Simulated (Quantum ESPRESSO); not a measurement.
A self-consistent single point of WS₂ (R3m, 3 atoms in the cell) with Quantum ESPRESSO.

Level of theory: LDA (PZ), GBRV 1.5 ultrasoft (LDA) pseudopotentials (plane waves; Quantum ESPRESSO 7.5).

```yaml
crystal:
  lattice:
    - [1.58766, 0.91663, 6.47033]
    - [-1.58766, 0.91663, 6.47033]
    - [0.00000, -1.83327, 6.47033]
  atoms:
    - { symbol: W, position: [0.00325, 0.00325, 0.00325] }
    - { symbol: S, position: [0.41411, 0.41411, 0.41411] }
    - { symbol: S, position: [0.25392, 0.25392, 0.25392] }
```

Reference input (self-consistent single point, DFT, LDA (PZ), plane waves, GBRV 1.5 ultrasoft (LDA) pseudopotentials): ecutwfc = 40 Ry; ecutrho = 320 Ry; occupations = fixed; potentials = {W: w_lda_v1.2.uspp.F.UPF, S: s_lda_v1.4.uspp.F.UPF}; K_POINTS = automatic 4 4 4 0 0 0; nbnd = 15; conv_thr = 1e-10 Ry. This run's input differs from it in these lines:

```diff
@@ -13,4 +13,6 @@
    ecutrho = 320
-   occupations = 'fixed'
-   nbnd = 15
+   occupations = 'smearing'
+   smearing = 'fd'
+   degauss = 0.0036749
+   nbnd = 13
 /
```

The program printed (abridged):

```
     Self-consistent Calculation

     iteration #  1     ecut=    40.00 Ry     beta= 0.70

 %%%%%%%%%%%%%%%%%%%%%%%%%%%%%%%%%%%%%%%%%%%%%%%%%%%%%%%%%%%%%%%%%%%%%%%%%%%%%%
     Error in routine efermig (1):
     internal error, cannot bracket Ef
 %%%%%%%%%%%%%%%%%%%%%%%%%%%%%%%%%%%%%%%%%%%%%%%%%%%%%%%%%%%%%%%%%%%%%%%%%%%%%%

     stopping ...
```

The program stopped with an error at about iteration 1. 

The starting cell comes from a database of computed structures (which also holds hypothetical and non-ambient phases and stackings), without a prior relaxation at this level. Its lattice was rescaled by up to half a per cent. One atom was moved a little off its site on purpose.
